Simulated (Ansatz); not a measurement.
## Effect of Ti on a Ba site (antisite), symmetric start on BaTiO3

The parent structure is a 20-atom supercell of BaTiO$_{3}$ (space group P4mm, No. 99; a = 3.9855 Å, c = 4.2013 Å) at its relaxed geometry.

Now apply this change: one Ba atom is replaced by Ti, atoms relaxed at fixed cell.

Calculations: plane-wave PAW DFT at the PBE level (Ansatz, a program for electronic structure, 420 eV), without spin-orbit coupling. Settings: 4×4×4 k-points, 0.01 eV Fermi–Dirac smearing.

```json
{
  "pressure": "1.1 GPa (base 0.0 GPa)",
  "gap_of_the_supercell": "zero (base 1.84 eV)",
  "total_moment_of_the_cell": "1.9 μB",
  "energy_gained_by_relaxation": "2.68 eV",
  "largest_displacement_of_a_host_atom_from_its_site_in_the_perfect_cell": "0.19 Å",
  "shift_of_the_substituted_atom_off_its_lattice_site": "1.19 Å"
}
```

Cost of the whole job for the changed cell (relaxation, final SCF and bands): roughly 8 core-minutes.

Other magnetic orders, which the real material may have, were not ruled out. In so small a cell the defect repeats every few ångströms: this is an ordered compound, not a dilute defect. The mesh was chosen for an insulator and is coarse for the gapless case. The defect started on the symmetric site and kept its symmetry, so it may sit on a saddle. No Hubbard U is applied, and correlation can decide whether such a compound is a metal. Spin-polarised in the final run: Ti on a Ba site (antisite); the other runs are not. The defect cell is spin-polarised and ends with 1.9 μB.
